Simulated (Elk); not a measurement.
Band structure of V3Si (Pm-3n, 8 atoms in the cell).

```xyz
8
Lattice="4.6134 0.0000 0.0000 0.0000 4.6134 0.0000 0.0000 0.0000 4.6134" Properties=species:S:1:pos:R:3 pbc="T T T"
V      1.1534     0.0000     2.3067
V      3.4601     0.0000     2.3067
V      2.3067     3.4601     0.0000
V      2.3067     1.1534     0.0000
V      0.0000     2.3067     3.4601
V      0.0000     2.3067     1.1534
Si     0.0000     0.0000     0.0000
Si     2.3067     2.3067     2.3067
```
Moments meant for the start (each program seeds them in its own way; μB, in the order of the atoms V V V V V V Si Si): 2.0 2.0 2.0 2.0 2.0 2.0 0.0 0.0.

Computed with Elk with PBE, all-electron FP-LAPW, Elk's shipped species files, default APW+lo basis.

Settings: xctype = 20; spinpol = true; swidth = 0.00367493 Ha; ngridk = 5 5 5; reducebf = 0.5; rmtscf = 0.85; nempty = 12 per atom; maxscl = 100.

The starting cell comes from a database of computed structures (which also holds hypothetical and non-ambient phases and stackings), without a prior relaxation at this level. Its lattice was rescaled by a random factor within 2.5 % of one. The starting moments vanished: the run ended non-magnetic, which need not be the lowest state. Values depend on the basis (sphere radii, cutoffs, local orbitals), which need not be converged.

Levels in eV from the Fermi level, bands 41 to 48 of the first spin channel:
```json
[
 {"point": "Γ", "41": "-0.68", "42": "-0.68", "43": "-0.04", "44": "-0.04", "45": "2.16", "46": "2.16", "47": "2.16", "48": "2.89"},
 {"point": "X", "41": "-0.79", "42": "-0.79", "43": "-0.43", "44": "-0.43", "45": "1.36", "46": "1.36", "47": "1.99", "48": "1.99"},
 {"point": "M", "41": "0.07", "42": "0.40", "43": "0.40", "44": "0.42", "45": "0.42", "46": "0.46", "47": "0.70", "48": "1.09"},
 {"point": "R", "41": "-0.09", "42": "-0.09", "43": "0.08", "44": "0.08", "45": "0.08", "46": "0.08", "47": "0.08", "48": "0.08"}
]
```

Bands cross the Fermi level along this path, so the cell is metallic at this level.

The net moment of the cell came out as 0.00 μB.
